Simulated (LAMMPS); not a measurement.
System: a free-standing liquid film of CoAl, 2430 atoms, at 2180 K.

Method: classical MD, pair style eam/alloy, file CoAl.eam.alloy, run in LAMMPS.

```json
{
 "surface_tension": "0.82 ± 0.03 N/m",
 "excess_potential_energy_of_the_surface": "1.2 J/m²",
 "number_density_in_the_middle": "0.0659 Å⁻³",
 "cost": "around 9 core-minutes (rough)"
}
```

Potential: file CoAl.eam.alloy of the LAMMPS distribution; its header cites Vailhe and Farkas, J Mater Res, 12, 2559 (1997).

Uncertainties are statistical and leave out the potential's own error.

| z (Å) | number density (Å⁻³), Co | number density (Å⁻³), Al |
|---|---|---|
| -27.08 | 0.0000 | 0.0000 |
| -26.08 | 0.0001 | 0.0001 |
| -25.08 | 0.0013 | 0.0017 |
| -24.07 | 0.0079 | 0.0102 |
| -23.07 | 0.0193 | 0.0245 |
| -22.07 | 0.0295 | 0.0338 |
| -21.07 | 0.0357 | 0.0327 |
| -20.06 | 0.0360 | 0.0319 |
| -19.06 | 0.0334 | 0.0333 |
| -18.06 | 0.0326 | 0.0334 |
| -17.05 | 0.0316 | 0.0331 |
| -16.05 | 0.0326 | 0.0331 |
| -15.05 | 0.0332 | 0.0330 |
| -14.04 | 0.0331 | 0.0330 |
| -13.04 | 0.0336 | 0.0322 |
| -12.04 | 0.0337 | 0.0328 |
| -11.03 | 0.0326 | 0.0330 |
| -10.03 | 0.0331 | 0.0324 |
| -9.030 | 0.0336 | 0.0329 |
| -8.020 | 0.0326 | 0.0327 |
| -7.020 | 0.0338 | 0.0325 |
| -6.020 | 0.0329 | 0.0332 |
| -5.020 | 0.0332 | 0.0329 |
| -4.010 | 0.0338 | 0.0322 |
| -3.010 | 0.0338 | 0.0326 |
| -2.010 | 0.0324 | 0.0333 |
| -1.000 | 0.0337 | 0.0329 |
| 0.000 | 0.0329 | 0.0322 |
| 1.000 | 0.0334 | 0.0335 |
| 2.010 | 0.0325 | 0.0328 |
| 3.010 | 0.0331 | 0.0336 |
| 4.010 | 0.0320 | 0.0331 |
| 5.020 | 0.0318 | 0.0337 |
| 6.020 | 0.0332 | 0.0326 |
| 7.020 | 0.0327 | 0.0330 |
| 8.020 | 0.0328 | 0.0336 |
| 9.030 | 0.0329 | 0.0327 |
| 10.03 | 0.0334 | 0.0326 |
| 11.03 | 0.0340 | 0.0329 |
| 12.04 | 0.0332 | 0.0325 |
| 13.04 | 0.0333 | 0.0331 |
| 14.04 | 0.0332 | 0.0322 |
| 15.05 | 0.0328 | 0.0334 |
| 16.05 | 0.0322 | 0.0329 |
| 17.05 | 0.0330 | 0.0327 |
| 18.06 | 0.0327 | 0.0339 |
| 19.06 | 0.0356 | 0.0328 |
| 20.06 | 0.0375 | 0.0316 |
| 21.07 | 0.0339 | 0.0328 |
| 22.07 | 0.0252 | 0.0297 |
| 23.07 | 0.0133 | 0.0163 |
| 24.07 | 0.0038 | 0.0042 |
| 25.08 | 0.0006 | 0.0005 |
| 26.08 | 0.0000 | 0.0000 |
